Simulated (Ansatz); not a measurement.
Start from GaSb in the zinc blende structure (space group F-43m, No. 216; a = 6.214 Å).

The values are results of Ansatz (an electronic-structure program) PBE, scalar-relativistic without spin-orbit coupling, earlier PAW set, not measurements.

One change was made to it. Results:

```
quantity                base    after
-------------------  -------  -------
band gap                zero  0.58 eV
lattice parameter a  6.214 Å  5.962 Å
```

Q: What was done to the base?
A) pressure 0.3 GPa
B) pressure −2 GPa
C) pressure 1.5 GPa
D) pressure 7.5 GPa

A: D, pressure 7.5 GPa. For comparison, the band gap in the other runs: pressure −2 GPa gives zero; pressure 0.3 GPa gives zero; pressure 1.5 GPa gives zero.

Spin-orbit coupling, missing from the scalar runs, can matter with Sb. Load acts through the strain it causes; cell and atoms are relaxed under it. Stability against distortions was not tested. Tetrahedral semiconductors of this kind turn to denser phases somewhere between about 1 and 50 GPa; those were not computed, so compressed cells here can lie past the real transition. All final runs are without spin polarisation. A zero or small gap of GaSb can be the functional's error rather than a property of the material.
